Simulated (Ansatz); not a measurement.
TaN in the rock salt structure (space group Fm-3m, No. 225)

```cif
data_NTa
_chemical_formula_sum 'N1 Ta1'
_space_group_name_H-M_alt 'P 1'
_space_group_IT_number 1
_cell_length_a 3.12266
_cell_length_b 3.12266
_cell_length_c 3.12266
_cell_angle_alpha 60.000
_cell_angle_beta 60.000
_cell_angle_gamma 60.000
loop_
_space_group_symop_operation_xyz
  'x, y, z'
loop_
_atom_site_label
_atom_site_type_symbol
_atom_site_fract_x
_atom_site_fract_y
_atom_site_fract_z
_atom_site_occupancy
N1 N 0.00000 0.00000 0.00000 1
Ta1 Ta 0.50000 0.50000 0.50000 1
```

All numbers come from PBE/PAW in Ansatz (a quantum-chemistry and plane-wave program), no spin-orbit coupling, earlier PAW set. Settings: 18×18×18 k-points, 0.05 eV Fermi–Dirac smearing.

| Quantity | Result |
|---|---|
| Volume per atom | 10.77 Å³ |
| Density | 15.04 g/cm³ |
| Band gap | zero |
| Total energy | -5159.457 eV/atom (σ→0; compares only within this code and set-up) |

Stability against distortions was not tested. All final runs are without spin polarisation. This is not the structure that TaN has at room temperature and ambient pressure.
